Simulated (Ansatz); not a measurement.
# Os: response to strain

Base system: Os in the hcp (Mg type) structure (space group P6_3/mmc, No. 194; relaxed with 0.1 eV smearing).

```
Os
1.0
    2.72903     0.00000     0.00000
   -1.36451     2.36341     0.00000
    0.00000     0.00000     4.30906
Os
2
Direct
  0.66667   0.33333   0.75000
  0.33333   0.66667   0.25000
```

Cartesian axes are those of the cell as printed.

Strains are applied to the cell and any free atomic positions relax.

Calculations: DFT with PBEsol, PAW potentials and a 420 eV plane-wave cutoff in Ansatz (a quantum-chemistry and plane-wave program), no spin-orbit coupling.

Notes on the quantities. energy relative to the base: free energy F; pressure: mean of the normal stresses, compression positive.

```json
[
 {"change": "base", "energy relative to the base": "0 meV/atom", "shortest interatomic distance": "2.669 Å", "pressure": "0.0 GPa"},
 {"change": "uniaxial strain ε_zz = −3.00 %", "energy relative to the base": "+37 meV/atom", "shortest interatomic distance": "2.617 Å", "pressure": "15.3 GPa"},
 {"change": "uniaxial strain ε_zz = −2.50 %", "energy relative to the base": "+25 meV/atom", "shortest interatomic distance": "2.626 Å", "pressure": "12.5 GPa"},
 {"change": "uniaxial strain ε_zz = −2.00 %", "energy relative to the base": "+16 meV/atom", "shortest interatomic distance": "2.635 Å", "pressure": "9.8 GPa"},
 {"change": "uniaxial strain ε_zz = −1.50 %", "energy relative to the base": "+8.9 meV/atom", "shortest interatomic distance": "2.643 Å", "pressure": "7.2 GPa"},
 {"change": "uniaxial strain ε_zz = −1.00 %", "energy relative to the base": "+3.9 meV/atom", "shortest interatomic distance": "2.652 Å", "pressure": "4.7 GPa"},
 {"change": "uniaxial strain ε_zz = −0.50 %", "energy relative to the base": "+1.0 meV/atom", "shortest interatomic distance": "2.660 Å", "pressure": "2.3 GPa"},
 {"change": "uniaxial strain ε_zz = +0.50 %", "energy relative to the base": "+0.9 meV/atom", "shortest interatomic distance": "2.678 Å", "pressure": "-2.2 GPa"},
 {"change": "uniaxial strain ε_zz = +1.00 %", "energy relative to the base": "+3.7 meV/atom", "shortest interatomic distance": "2.687 Å", "pressure": "-4.3 GPa"},
 {"change": "uniaxial strain ε_zz = +1.50 %", "energy relative to the base": "+8.3 meV/atom", "shortest interatomic distance": "2.695 Å", "pressure": "-6.4 GPa"}
]
```

Whether these cells are dynamically stable was not tested. The final runs are not spin-polarised.
